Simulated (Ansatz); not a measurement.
## TiO2 under a change: uniaxial strain ε_zz = +0.60 %

The reference is TiO2 in the rutile structure (space group P4_2/mnm, No. 136; a = 4.591 Å, c = 2.939 Å). Axes: x, y, z lie along a, b, c of the conventional cell.

Perturbation: uniaxial strain ε_zz = +0.60 %, all other strain components held at zero, atoms relaxed at fixed cell.

Level of theory: PBEsol (Ansatz, a program for electronic structure; PAW; 420 eV plane waves; scalar-relativistic without spin-orbit coupling). k-mesh 7×7×11 (Γ-centred); smearing 0.05 eV (Fermi–Dirac).

```csv
quantity,base,changed,shift
space group,P4_2/mnm (No. 136),P4_2/mnm (No. 136),–
shortest interatomic distance,1.942 Å,1.948 Å,+0.006 Å
energy relative to the base (free energy F),0 meV/atom,+0.6 meV/atom,+0.6 meV/atom
"pressure (mean of the normal stresses, compression positive)",0.0 kbar,-16.3 kbar,-16.24 kbar
band gap,1.87 eV,1.85 eV,-0.014 eV
gap character,direct at Γ,direct at Γ,–
width of the top valence band,1.65 eV,1.64 eV,-0.01 eV
electron mass,"0.54 mₑ along c, 1.1 mₑ across (at Γ)","0.55 mₑ along z, 1.1 mₑ across (at Γ)",–
"valence-band top at Γ (three highest levels, from the VBM)","0.00, -0.45, -0.45 eV","0.00, -0.45, -0.45 eV",–
"stress (xx, yy, zz, yz, xz, xy; compression positive)",–,"(-0.96, -0.96, -2.95, 0.00, 0.00, 0.00) GPa",–
```

Final structure:

```
TiO2
1.0
    4.59120     0.00000     0.00000
    0.00000     4.59120     0.00000
    0.00000     0.00000     2.95668
Ti O
2 4
Direct
  0.00000   0.00000   0.00000
  0.50000   0.50000   0.50000
  0.30469   0.30469   0.00000
  0.80469   0.19531   0.50000
  0.19531   0.80469   0.50000
  0.69531   0.69531   0.00000
```

Cost of the whole job for the changed cell (relaxation, final SCF and bands): roughly 24 core-seconds.

Masses are band curvatures over ±0.01 Å⁻¹ around the edge. No phonon test of stability was made. All final runs are without spin polarisation.
